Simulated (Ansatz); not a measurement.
Given:

```
CELL_PARAMETERS angstrom
      0.00000     2.67828     2.67828
      2.67828     0.00000     2.67828
      2.67828     2.67828     0.00000
ATOMIC_POSITIONS crystal
  Zn 0.00000 0.00000 0.00000
  S  0.25000 0.25000 0.25000
```

Calculation: PBEsol, rigid bands (plane waves, PAW, scalar-relativistic; Ansatz, a program for electronic structure). Geometry: cell and atoms relaxed with PBEsol.

Task: Predict the hole conductivity mass (n e² τ/σ) at 300 K, by direction if it differs.

Result: 0.74 mₑ.

Task: What conductivity effective mass do dilute electrons have at 300 K?

Result: 0.179 mₑ.

Task: And the band gap?

Result: 2.08 eV at this level; semilocal functionals usually fall short of the measured gap.

Rigid bands, one relaxation time for all states, no polarons. Spin-orbit coupling is left out; where it splits the top of the valence band it changes the hole mass and lowers the gap by about a third of the splitting.
